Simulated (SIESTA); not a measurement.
Band structure of Mg6SiW (Amm2, 8 atoms in the cell).

```yaml
crystal:
  lattice:
    - [5.05425, 0.00000, 0.00000]
    - [0.00000, 2.80920, 5.34788]
    - [0.00000, -2.80920, 5.34788]
  atoms:
    - { symbol: Mg, position: [0.50000, 0.67384, 0.17240] }
    - { symbol: Mg, position: [0.50000, 0.17240, 0.67384] }
    - { symbol: Mg, position: [0.00000, 0.82349, 0.33915] }
    - { symbol: Mg, position: [0.00000, 0.33915, 0.82349] }
    - { symbol: Mg, position: [0.00000, 0.32376, 0.32376] }
    - { symbol: Mg, position: [0.00000, 0.82171, 0.82171] }
    - { symbol: Si, position: [0.50000, 0.17035, 0.17035] }
    - { symbol: W, position: [0.50000, 0.67529, 0.67529] }
```

Method of the run: GGA PBEsol, numerical atomic orbitals DZP, PseudoDojo PBEsol standard norm-conserving potentials (rewritten from UPF to PSML) run with SIESTA 5.4.2.

Settings: XC.functional = GGA; XC.authors = PBEsol; potentials = PseudoDojo PBEsol standard; PAO.BasisSize = DZP; PAO.EnergyShift = 0.01 Ry; MeshCutoff = 350 Ry; kgrid.MonkhorstPack = 3 3 3; OccupationFunction = FD; ElectronicTemperature = 100 meV; MaxSCFIterations = 150; SCF.Mixer.Method = Pulay; SCF.Mixer.Weight = 0.1; SCF.Mixer.History = 6; SCF.DM.Tolerance = 1.0E-04.

The starting cell comes from a database of computed structures (which also holds hypothetical and non-ambient phases and stackings), without a prior relaxation at this level. Spin-orbit coupling is off. Spin polarisation is off. Values carry the incompleteness of an atom-centred basis.

Levels in eV from the Fermi level, bands 36 to 41:
```json
[
 {"point": "Γ", "36": "-1.83", "37": "-1.71", "38": "-0.81", "39": "-0.73", "40": "0.42", "41": "0.73"},
 {"point": "X", "36": "-1.46", "37": "-1.38", "38": "-0.05", "39": "-0.02", "40": "0.21", "41": "0.87"},
 {"point": "S", "36": "-1.49", "37": "-1.00", "38": "-0.53", "39": "-0.42", "40": "0.88", "41": "1.20"},
 {"point": "R", "36": "-2.19", "37": "-1.80", "38": "-0.53", "39": "0.03", "40": "0.57", "41": "0.73"},
 {"point": "A", "36": "-1.36", "37": "-0.60", "38": "-0.56", "39": "-0.41", "40": "0.41", "41": "0.99"},
 {"point": "Z", "36": "-1.94", "37": "-1.68", "38": "-0.96", "39": "-0.93", "40": "-0.58", "41": "-0.45"},
 {"point": "Y", "36": "-1.27", "37": "-1.11", "38": "-0.93", "39": "-0.59", "40": "0.63", "41": "0.98"},
 {"point": "X1", "36": "-1.46", "37": "-1.38", "38": "-0.05", "39": "-0.02", "40": "0.21", "41": "0.87"},
 {"point": "A1", "36": "-1.36", "37": "-0.60", "38": "-0.56", "39": "-0.41", "40": "0.41", "41": "0.99"},
 {"point": "T", "36": "-1.91", "37": "-1.05", "38": "-0.49", "39": "0.06", "40": "0.55", "41": "0.70"}
]
```

Bands cross the Fermi level along this path, so the cell is metallic at this level.

Higher empty bands are left out: an atom-centred basis made for the valence describes them poorly.
